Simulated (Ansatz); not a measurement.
Input and output of a self-consistent single point for Mg3Zn (P1, 4 atoms in the cell) (Ansatz, a quantum-chemistry and plane-wave program).

Computed with LDA (PW92), PAW files made with PBE (plane waves; Ansatz).

The change in words: atoms moved at random. Reference geometry:
```xyz
4
Lattice="4.2755 0.0000 0.0000 0.0000 4.2755 0.0000 0.0000 0.0000 4.2755" Properties=species:S:1:pos:R:3 pbc="T T T"
Mg     2.1378     2.1378     0.0000
Mg     0.0000     2.1378     2.1378
Mg     2.1378     0.0000     2.1378
Zn     0.0000     0.0000     0.0000
```

Reference input (self-consistent single point, DFT, LDA (PW92), plane waves, PAW files made with PBE): basis.ecutwfc = 420 eV; kpoints.mp_grid.grid = 6 6 6; hamiltonian.xc = lda; hamiltonian.pseudopotentials = {kind: paw} (the program's default PAW files); scf.occupations.method = fermi_dirac; scf.occupations.width = 0.05 eV. This run's input differs from it in these lines:

Ansatz 0.2 input:
```diff
@@ -7,6 +7,6 @@
   atoms:
-    - { symbol: Mg, position: [0.500000, 0.500000, 0.000000] }
-    - { symbol: Mg, position: [0.000000, 0.500000, 0.500000] }
-    - { symbol: Mg, position: [0.500000, 0.000000, 0.500000] }
-    - { symbol: Zn, position: [0.000000, 0.000000, 0.000000] }
+    - { symbol: Mg, position: [0.507812, 0.504994, 0.007212] }
+    - { symbol: Mg, position: [0.002143, 0.504675, 0.499106] }
+    - { symbol: Mg, position: [0.498668, 0.000582, 0.506689] }
+    - { symbol: Zn, position: [-0.008623, -0.010251, -0.013008] }
 basis:
```

Output, abridged:

```
SCF iter   1: F=—  HF=-8951.713593 eV  |F-HF|=—  |Δ(HF+E_count)|=         —  Δρ=6.35e-2  dr2=2.62e0  ethr=3.10e-3  ⟨swp⟩=6.6  Hψ=13732  notcnv=0
all-band conjugate gradients solve this SCF's bands
preconditioner: auto → Kerker (q_TF=auto, 2.460 Å⁻¹)
SCF iter   2: F=—  HF=-8951.239972 eV  |F-HF|=—  |Δ(HF+E_count)|=   4.74e-1  Δρ=2.37e-2  dr2=1.83e-1  ethr=3.10e-3  ⟨swp⟩=2.7  Hψ=5445  notcnv=0  defer=31
   [... lines left out ...]
SCF iter   5: F=—  HF=-8951.081580 eV  |F-HF|=—  |Δ(HF+E_count)|=   1.86e-3  Δρ=1.49e-3  dr2=1.04e-3  ethr=3.51e-5  ⟨swp⟩=2.0  Hψ=5238  notcnv=0  defer=31
SCF iter   6: F=—  HF=-8951.081317 eV  |F-HF|=—  |Δ(HF+E_count)|=   2.62e-4  Δρ=3.34e-4  dr2=7.58e-5  ethr=2.48e-6  ⟨swp⟩=2.0  Hψ=3487  notcnv=0  defer=31
SCF iter   7: F=—  HF=-8951.081297 eV  |F-HF|=—  |Δ(HF+E_count)|=   2.08e-5  Δρ=7.47e-5  dr2=3.24e-6  ethr=1.80e-7  ⟨swp⟩=2.3  Hψ=3658  notcnv=0  defer=31
SCF iter   8: F=-8951.081295 eV  HF=-8951.081295 eV  |F-HF|=6.18e-8  |Δ(HF+E_count)|=   1.10e-6  Δρ=1.04e-5  dr2=5.33e-8  ethr=2.38e-10  ⟨swp⟩=5.1  Hψ=14185  notcnv=0
SCF 1 converged in 8 iterations: F = -8951.081295 eV  dr2 = 5.33e-8
Free energy (F): -8951.081295 eV
Internal energy: -8951.063200 eV  (E = F + TS)
E sigma→0 (E₀):  -8951.072248 eV
Entropy (-TS):   -0.018096 eV (-4.524 meV/atom)
Fermi energy:    6.851390 eV
--- Forces (eV/Å), atoms counted from 1 ---
  atom   1  Mg    -0.09242036    -0.07729591    -0.10352171
  atom   2  Mg     0.00451636    -0.07328094     0.04027505
  atom   3  Mg     0.01167577     0.05902538    -0.04517443
  atom   4  Zn     0.07621963     0.09153969     0.10841198
--- Stress (GPa, compression-positive) ---
       -1.334496       0.035729       0.025437
        0.035729      -1.372158       0.009725
        0.025437       0.009725      -1.373295
  P = ⅓ Tr σ = -1.3600 GPa (-13.600 kbar)
  The stress holds the Pulay correction. Without it, at fixed plane waves, as pw.x and ABINIT print it: P = -1.3749 GPa
```

The run converged in 8 iterations. Against the reference run the free energy rises by 2.9 meV/atom, the pressure goes from -1.46 to -1.36 GPa and the largest force goes from 0.000 to 0.161 eV/Å.

The starting cell comes from a database of computed structures (which also holds hypothetical and non-ambient phases and stackings), without a prior relaxation at this level. For this run, on top of that: atoms moved at random. Ansatz's pressure includes its estimate of the finite-basis (Pulay) stress.
